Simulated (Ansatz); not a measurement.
## BaTiO3, response to strain

Base system: BaTiO₃ in the cubic perovskite structure (space group Pm-3m, No. 221; a = 3.970 Å). Axes: x, y, z lie along the cube axes.

Strains are applied to the cell and any free atomic positions relax; under biaxial strain the out-of-plane vector relaxes too.

Computed with PBEsol in Ansatz (plane waves to 420 eV, PAW, no SOC).

```csv
change,smallest direct gap,volume per atom
base,1.89 eV,12.51 Å³
"biaxial strain +0.60 %, plane normal [001], relaxed out of plane",1.87 eV,12.61 Å³
"biaxial strain +1.20 %, plane normal [001], relaxed out of plane",(withheld),12.71 Å³
"biaxial strain +1.80 %, plane normal [001], relaxed out of plane",(withheld),12.81 Å³
"biaxial strain +2.40 %, plane normal [001], relaxed out of plane",1.79 eV,(withheld)
"biaxial strain +3.00 %, plane normal [001], relaxed out of plane",1.77 eV,(withheld)
```

Task: Complete the table.

Result: 
- biaxial strain +1.20 %, plane normal [001], relaxed out of plane, smallest direct gap: 1.84 eV
- biaxial strain +1.80 %, plane normal [001], relaxed out of plane, smallest direct gap: 1.81 eV
- biaxial strain +2.40 %, plane normal [001], relaxed out of plane, volume per atom: 12.92 Å³
- biaxial strain +3.00 %, plane normal [001], relaxed out of plane, volume per atom: 13.02 Å³

Stability against distortions was not tested. The final runs are not spin-polarised. Many cubic perovskites are stable only at high temperature; tilts and polar distortions were not tested. This is not the structure that BaTiO3 has at room temperature and ambient pressure.

Ansatz is a quantum-chemistry and plane-wave program.
